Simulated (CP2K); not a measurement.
Band structure of SnTe (Fm-3m, 2 atoms in the cell).

```
CELL_PARAMETERS angstrom
      4.37507     0.00000     0.00000
      2.18753     3.78892     0.00000
      2.18753     1.26297     3.57223
ATOMIC_POSITIONS crystal
  Sn 0.00000 0.00000 0.00000
  Te 0.50000 0.50000 0.50000
```

Method: PBE, GPW, DZVP-MOLOPT-SR-GTH basis, GTH-PBE potentials (GTH_POTENTIALS) run with CP2K.

Settings: CUTOFF = 400 Ry; REL_CUTOFF = 50 Ry; SMEAR/METHOD = FERMI_DIRAC; ELECTRONIC_TEMPERATURE = 116.05 K; KPOINTS/SCHEME = MONKHORST-PACK 5 5 5; XC_FUNCTIONAL = PBE; Sn/BASIS_SET = DZVP-MOLOPT-SR-GTH; Sn/POTENTIAL = GTH-PBE-q4; Te/BASIS_SET = DZVP-MOLOPT-SR-GTH; Te/POTENTIAL = GTH-PBE-q6; METHOD = GPW; EPS_DEFAULT = 1e-11; EXTRAPOLATION = USE_GUESS; NGRIDS = 4.

The starting cell has typed, rounded lattice constants, without a prior relaxation at this level. Its lattice was rescaled by a random factor within 2.5 % of one. Spin-orbit coupling is off. Values carry the incompleteness of an atom-centred basis.

Task: Predict the gap along the standard path and the places of the band edges.

Result: The gap along the path is 0.13 eV, from L to a point between W and L; the smallest direct gap on it is 0.21 eV.

Levels in eV from the top of the valence band on the SCF mesh, bands 2 to 6:
```
point      2      3      4      5     6
-----  -----  -----  -----  -----  ----
Γ      -4.18  -1.99  -1.99  -1.99  3.96
X      -6.27  -5.76  -3.76  -3.76  2.41
W      -7.32  -4.96  -4.96  -0.56  1.15
K      -7.39  -5.34  -3.25  -2.61  3.46
L      -8.40  -1.72  -1.72   0.33  0.54
U      -7.39  -5.34  -3.25  -2.61  3.46
```

Higher empty bands are left out: an atom-centred basis made for the valence describes them poorly.
